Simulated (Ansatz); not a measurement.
Structures of equal composition on the (111) surface of fcc Cu: a layer of Ru in place of the second plane; a layer of Ru in place of the third plane. The slabs share one bottom face, and each structure is named by its start. These are constructed structures in small cells; real faces may alloy, dewet or reconstruct in larger ones, and not all known structures of the face are among them. Slabs of about 10 Å, Fermi-Dirac smearing of 0.1 eV. Bottom of the slabs: a bare face, its two planes held. Relaxed from the named starts with such symmetry as they have, on meshes of like density; energies extrapolated to zero smearing; spin only where a row says so; no spin-orbit coupling, no U. Brackets mark spin-polarised runs, whose order is one that fits the cell.

Calculation: PBE (plane waves to 420 eV, PAW; Ansatz, a first-principles code).

Problem. Put the candidates in order of energy per 1x1 cell, lowest first, for PBE.

Solution. a layer of Ru in place of the third plane (0.000 eV), a layer of Ru in place of the second plane (0.102 eV)
